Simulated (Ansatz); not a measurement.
The parent structure is Al in the fcc (Cu type) structure (space group Fm-3m, No. 225).

```
CELL_PARAMETERS angstrom
      0.00000     1.99599     1.99599
      1.99599     0.00000     1.99599
      1.99599     1.99599     0.00000
ATOMIC_POSITIONS crystal
  Al 0.00000 0.00000 0.00000
```

Cartesian axes are those of the cell as printed.

Calculations: r2SCAN (Ansatz, a quantum-chemistry and plane-wave program), spin-orbit coupling left out.

Before the change:

```
Property            Value
---------------  --------
Volume per atom  15.90 Å³
```

One thing is altered: compressive biaxial strain of 0.77 % in the plane normal to [001], as in epitaxy on a mismatched substrate; the out-of-plane cell vector and the atoms relax.

### Question
What happens to the volume per atom?

### Answer
The volume per atom shrinks by 0.11 Å³, from 15.90 Å³ to 15.79 Å³.

### Question
Predict the new energy relative to the base.

### Answer
The energy grows by 0.7 meV/atom.

Without a gap, meshes like the base's 20×20×20 leave anisotropic stresses uncertain by several tenths of a GPa, and small strain energies with them. Whether these cells are dynamically stable was not tested.
